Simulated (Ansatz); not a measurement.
**A constructed model of the (0001) surface of hcp Co, ferromagnetic, a pseudomorphic layer of Ru in the other hollow (bottom of the slab: a bare face, its two planes held)**

Level of theory: PBE (plane waves to 420 eV, PAW; Ansatz, a program for electronic structure).

Slab: 7 atoms, 12.5 Å thick at the start with caps and adatoms (thin: gaps and levels are the slab's own); k 17x17x1, smearing 0.1 eV, dipole-corrected; 2 atoms held, the rest relaxed; held to the start's symmetry, so lower structures may exist; spin-polarised, ending with about 9.6 μB a cell; orders that need a larger cell were not tried, no spin-orbit, no U. In PBE it lies 0.04 eV a 1x1 cell over the lowest computed structure of the same composition (a pseudomorphic layer of Ru in the host's stacking).

```json
{
 "work_function_of_the_top_face": "5.25 eV",
 "energy_released_by_relaxation": "0.23 eV",
 "magnetic_moment_of_the_cell": "9.59 μB",
 "cost": "about 4 core-minutes (a rough figure)"
}
```
